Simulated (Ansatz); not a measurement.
An Ansatz (a quantum-chemistry and plane-wave program) run: Mo with a change (isotropic strain +3.00 %); r2SCAN, PAW, 500 eV (Ansatz; scalar-relativistic without spin-orbit coupling).

Input:

Ansatz 0.2 input:
```yaml
crystal:
  lattice:
    - [-1.6227405668, 1.6227405668, 1.6227405668]
    - [1.6227405668, -1.6227405668, 1.6227405668]
    - [1.6227405668, 1.6227405668, -1.6227405668]
  atoms:
    - { symbol: Mo, position: [0, 0, 0] }
basis: { ecutwfc: 500, ecutrho_ratio: 4, xc_grid: 4, fft_grid_basis: typed }
kpoints: { mp_grid: { grid: [29, 29, 29] } }
hamiltonian:
  xc: r2scan
  dispersion: none
  pseudopotentials: { kind: paw }
scf: { occupations: { method: fermi_dirac, width: 0.1 }, convergence: { dr2_threshold: 0.0000000001 } }
relax: { f_tol: 0.005, max_steps: 50 }
output: { forces: true, stress: true }
checkpoint: { write: state.ck, write_every: 1000 }
```

Output:

```
Relaxation: its limit of steps is 50 (relax.max_steps)
WARN ansatz: RAYON_NUM_THREADS=1 ignored (pool sized by the plan → 1); use --threads N
Pseudopotentials: kind: paw
Pseudopotential: Mo, paw, valence charge 14
Functional definition: r2SCAN
Crystal: 1 atoms, lattice volume = 17.093 Å³
Basis set: ecut = 500 eV, 429 PW (Γ), exchange–correlation on 96×96×96 points (64 copies of the dense FFT grid, shifted against one another)
Bands: 11, of which v1, the nominal top of the filled ones, is band 7 counted from 1 (6 counted from 0)
Symmetry: 48 space group operations
Space group: Im-3m (ITA 229), of the structure as read, at distance tolerance 2.6e-5 Å
k-points: 680 of 24389
PAW frozen core: Mo, regenerated for the run's functional
Initial density: superposition of atomic densities (neutral atoms: chi_scale 0, normalization atom), corrected by the library's trained network
Initial wavefunctions: pseudopotential atomic-orbital guess
Eigensolver: davidson
Functional: x = r2scan, c = r2scan; τ floored in thin density (d = 2e-4 eV/Å³)
SCF iter   1: F=—  HF=-4967.508100 eV  |F-HF|=—  |Δ(HF+E_count)|=         —  Δρ=1.03e-2  dr2=1.43e-2  dr2_τ=2.16e-2  ethr=1.77e-3  ⟨swp⟩=5.1  Hψ=45804  notcnv=0
all-band conjugate gradients solve this SCF's bands
preconditioner: auto → none
SCF iter   2: F=—  HF=-4967.507909 eV  |F-HF|=—  |Δ(HF+E_count)|=   1.91e-4  Δρ=3.73e-3  dr2=4.27e-4  dr2_τ=6.25e-4  ethr=1.02e-4  ⟨swp⟩=3.0  Hψ=19740  notcnv=0  defer=1
SCF iter   3: F=—  HF=-4967.508251 eV  |F-HF|=—  |Δ(HF+E_count)|=   3.41e-4  Δρ=1.80e-3  dr2=1.04e-4  dr2_τ=2.03e-5  ethr=3.05e-6  ⟨swp⟩=1.1  Hψ=7793  notcnv=0  defer=1
SCF iter   4: F=—  HF=-4967.508363 eV  |F-HF|=—  |Δ(HF+E_count)|=   1.13e-4  Δρ=7.07e-5  dr2=3.77e-7  dr2_τ=6.62e-8  ethr=7.45e-7  ⟨swp⟩=3.0  Hψ=12683  notcnv=0  defer=1
SCF iter   5: F=—  HF=-4967.508363 eV  |F-HF|=—  |Δ(HF+E_count)|=   1.66e-7  Δρ=1.36e-5  dr2=2.63e-8  dr2_τ=6.01e-9  ethr=2.69e-9  ⟨swp⟩=2.0  Hψ=11769  notcnv=0  defer=1
SCF iter   6: F=—  HF=-4967.508363 eV  |F-HF|=—  |Δ(HF+E_count)|=   3.98e-9  Δρ=1.92e-6  dr2=4.86e-10  dr2_τ=1.73e-11  ethr=1.88e-10  ⟨swp⟩=2.0  Hψ=11355  notcnv=0  defer=1
SCF iter   7: F=-4967.508363 eV  HF=-4967.508363 eV  |F-HF|=4.55e-12  |Δ(HF+E_count)|=  6.55e-11  Δρ=7.89e-8  dr2=5.24e-13  dr2_τ=1.11e-12  ethr=1.00e-12  ⟨swp⟩=4.4  Hψ=25133  notcnv=0
SCF 1 converged in 7 iterations: F = -4967.508363 eV  dr2 = 5.24e-13
relax step   1: F+E_penalty+E_count = -4967.50836333 eV  Δ(F+E_penalty+E_count) = +0.000e0 eV  max|allowed force component| = 0.000e0 eV/Å  Δτ_max = 0.0000 Å  (7 SCF iters, accepted)
Crystal: 1 atoms, lattice volume = 17.093 Å³
Initial density: handed on by an earlier stage of this run
Initial wavefunctions: those handed on with the density
iter 1 solved again at ethr=1.00e-12 eV; its pass at ethr=3.10e-3 eV (dr2=5.39e-13 eV) is discarded
SCF iter   1: F=—  HF=-4967.508363 eV  |F-HF|=—  |Δ(HF+E_count)|=         —  Δρ=7.89e-8  dr2=5.24e-13  dr2_τ=1.11e-12  ethr=1.00e-12  ⟨swp⟩=1.4  Hψ=48598  notcnv=0
preconditioner: auto → none
SCF iter   2: F=-4967.508363 eV  HF=-4967.508363 eV  |F-HF|=3.64e-12  |Δ(HF+E_count)|=  5.46e-12  Δρ=4.18e-8  dr2=1.52e-13  dr2_τ=9.91e-15  ethr=1.00e-12  ⟨swp⟩=2.9  Hψ=17649  notcnv=0
SCF 2 converged in 2 iterations: F = -4967.508363 eV  dr2 = 1.52e-13
SCF converged after 2 iterations
Free energy (F): -4967.508363 eV
Harris-Foulkes:  -4967.508363 eV  (|F-HF|=3.64e-12)
Internal energy: -4967.487462 eV  (E = F + TS)
E sigma→0 (E₀):  -4967.497912 eV
Entropy (-TS):   -0.020902 eV (-20.902 meV/atom)
Fermi energy:    18.933468 eV
--- Per-component energies (eV) ---
  E_band       = -95.960295
  E_kinetic    = 436.095080
  E_local      = -844.975211  (includes V_loc(G=0)·N_el)
  E_nonlocal   = 141.688991
  E_hartree    = 276.289443
  E_xc         = -177.241422
  E_vxc        = -254.362080  (∫ρ·V_xc dr)
  E_paw        = -3216.750732  (= ΣΔE_a)
  E_vpaw       = -143.849159  (= ΣTr[D̂ρ^β])
  E_aug_tail   = 0.000003  (compensation charges beyond the density's cutoff)
  E_vtau       = 16.863195  (kinetic-family band-sum trace: ∫τ·v_τ [+ j·A + Jᵃ·Aᵃ] dr)
  E_ewald      = -1582.372411
  E_core_change = -0.221204  (= ΣΔE_core)
  E_smearing   = -0.020902  (= −TS)
  E_closure    = 0.000000  (closes the sum)
  Σ components = -4967.508363   (vs F -4967.508363, Δ=0.00e0)
  [band-id]    e_kinetic+e_local+e_nonlocal+2·e_hartree+e_vxc+e_vpaw+e_augmentation_tail+e_vtau = -95.960295   (vs E_band -95.960295, Δ=-1.81e-7)
--- Forces (eV/Å), atoms counted from 1 ---
  atom   1  Mo     0.00000000     0.00000000     0.00000000
  max |Σ_I F_I| component: 2.83e-30 eV/Å
--- Stress (GPa, compression-positive) ---
      -20.008538       0.000000      -0.000000
        0.000000     -20.008538      -0.000000
        0.000000       0.000000     -20.008538
  P = ⅓ Tr σ = -20.0085 GPa (-200.085 kbar)
  The stress holds the Pulay correction. Without it, at fixed plane waves, as pw.x and ABINIT print it: P = -20.0886 GPa
  The stress includes an estimate of the error left by incomplete SCF convergence (largest component 0.0000 GPa).
--- Band table ---
  band table: none
--- Relaxed structure (1 steps of the walk, 1 accepted, 0 SCFs on fresh bases) ---
  F+E_penalty+E_count = -4967.50836333 eV   max|allowed force component| = 0.000e0 eV/Å
  atoms:
    - { symbol: Mo, position: [0.0, 0.0, 0.0] }
```

No phonon test of stability was made. The final runs are not spin-polarised. The cell was made from Mo in the bcc (W type) structure (space group Im-3m, No. 229) by this change: isotropic strain +3.00 %.
